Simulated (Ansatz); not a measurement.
Amorphous cells of 8 compositions: the gap between the highest filled and lowest empty level at the zone centre, by PBE and by a single point of r2SCAN on the same geometry (PBE, scalar-relativistic without spin-orbit coupling (plane waves to 420 eV, PAW; Ansatz, a first-principles code); r2SCAN at 500 eV). The networks come from melt-quench runs on the CHGNet potential at compositions and starting densities chosen by hand, with anions pushed apart in the CHGNet dynamics, and DFT then relaxed them. The cells are small and were quenched far faster than real films, so single cells scatter. Defect or tail levels can set these gaps. The rows are the first to finish with both values and no moments.

```tsv
cell	PBE gap x (eV)	r2SCAN gap y (eV)
A (Ga24O41Ta2, 5.33 g/cm3)	1.85	2.40
B (Hf18O39In2, 8.68 g/cm3)	3.27	withheld
C (Hf18O38Sn, 8.84 g/cm3)	3.35	3.86
D (Hf18O39Ga2, 8.70 g/cm3)	3.79	4.31
E (Hf18O37Sr, 8.85 g/cm3)	3.82	4.28
F (Hf18O37Na2, 8.64 g/cm3)	3.83	4.28
G (Hf18O39Al2, 8.56 g/cm3)	3.89	4.34
H (Hf18O38Ge, 8.73 g/cm3)	3.92	4.39
```

Problem. Fit a straight line through the 7 full rows and predict the withheld value for B (Hf18O39In2, 8.68 g/cm3).

Solution. Means: x = 3.493, y = 3.980. Slope = Σ(Δx Δy) / Σ(Δx²) = 3.228 / 3.369 = 0.958; the r.m.s. residual is 0.022. Prediction: 3.980 + 0.958 × (3.27 − 3.493) = 3.77. The run gave 3.76, 0.01 below the line.
